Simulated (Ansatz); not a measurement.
Base system: Si in the diamond structure (space group Fd-3m, No. 227; a = 5.444 Å). Axes: x, y, z lie along the cube axes.

Calculations: r2SCAN, PAW, 500 eV (Ansatz, a quantum-chemistry and plane-wave program; no spin-orbit coupling).

Strains are applied to the cell and any free atomic positions relax; under biaxial strain the out-of-plane vector relaxes too.

One change was made to it. Results:

```tsv
quantity	base	after
smallest direct gap	2.74 eV	2.23 eV
pressure (mean of the normal stresses, compression positive)	0.00 GPa	4.15 GPa
valence-band top at Γ (three highest levels, from the VBM)	0.00, 0.00, 0.00 eV	0.00, 0.00, -0.40 eV
```

Q: Which of these changes matches the shifts?
A. biaxial strain −1.67 %, plane normal [111], relaxed out of plane
B. biaxial strain −2.50 %, plane normal [111], relaxed out of plane
C. biaxial strain −1.25 %, plane normal [111], relaxed out of plane
D. biaxial strain −0.42 %, plane normal [111], relaxed out of plane

A: B, biaxial strain −2.50 %, plane normal [111], relaxed out of plane. For comparison, the valence-band top at Γ in the other runs: biaxial strain −1.67 %, plane normal [111], relaxed out of plane gives 0.00, 0.00, -0.25 eV; biaxial strain −1.25 %, plane normal [111], relaxed out of plane gives 0.00, 0.00, -0.18 eV; biaxial strain −0.42 %, plane normal [111], relaxed out of plane gives 0.00, 0.00, -0.06 eV.

No phonon test of stability was made.
